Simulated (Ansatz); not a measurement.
Start from CdSe in the zinc blende structure (space group F-43m, No. 216).

```
CdSe
1.0
    0.00000     3.09822     3.09822
    3.09822     0.00000     3.09822
    3.09822     3.09822     0.00000
Se Cd
1 1
Cartesian
  4.64734   4.64734   4.64734
  0.00000   0.00000   0.00000
```

Level of theory: DFT with PBE, PAW potentials and a 420 eV plane-wave cutoff in Ansatz (an electronic-structure program), spin-orbit coupling left out, earlier PAW set.

For the base:

- Band gap: 0.49 eV
- Electron mass: 0.052 mₑ (at Γ)

It is then changed as follows: cell and atoms relaxed at a pressure of 9 GPa.

Task: What happens to the band gap?

Result: The band gap rises by 0.292 eV to 0.79 eV.

Task: How does this affect the electron mass?

Result: The electron mass changes from 0.052 mₑ (at Γ) to 0.072 mₑ (at Γ).

Load acts through the strain it causes; cell and atoms are relaxed under it. Masses are band curvatures over ±0.01 Å⁻¹ around the edge. No phonon test of stability was made. Tetrahedral semiconductors of this kind turn to denser phases somewhere between about 1 and 50 GPa; those were not computed, so compressed cells here can lie past the real transition.
